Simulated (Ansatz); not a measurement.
Fermi-surface data of TiO (P-62m)

Data:

```xyz
6
Lattice="4.9601 0.0000 0.0000 -2.4801 4.2956 0.0000 0.0000 0.0000 2.8343" Properties=species:S:1:pos:R:3 pbc="T T T"
Ti     2.4801     1.4319     1.4171
Ti     0.0000     2.8637     1.4171
Ti     0.0000     0.0000     0.0000
O      1.5015     2.6007     0.0000
O     -0.9786     1.6949     0.0000
O      1.9571     0.0000     0.0000
```

Computed with PBEsol, rigid bands (plane waves, PAW, scalar-relativistic; Ansatz, a quantum-chemistry and plane-wave program). Cell: cell and atoms relaxed with PBEsol.

```json
{
 "density of states at the Fermi level": "0.651 states/(eV·cell), both spins",
 "bare Sommerfeld coefficient": "0.26 mJ/(mol of atoms·K²)",
 "drude_plasma_energy": "2.0 (x), 2.0 (y), 2.2 (z) eV",
 "root-mean-square Fermi velocity": "3.9e5 m/s",
 "resistivity times τ": "119 (x), 119 (y), 104 (z) ×10⁻²² Ω·m·s"
}
```

A metal at this level (no band gap); rigid bands, thermally averaged at 300 K, both spins. Spin-orbit coupling is left out. τ is one relaxation time for all states.

Computed structure with no diffraction record at hand here (it may be known, metastable or hypothetical): TiO (P-62m).
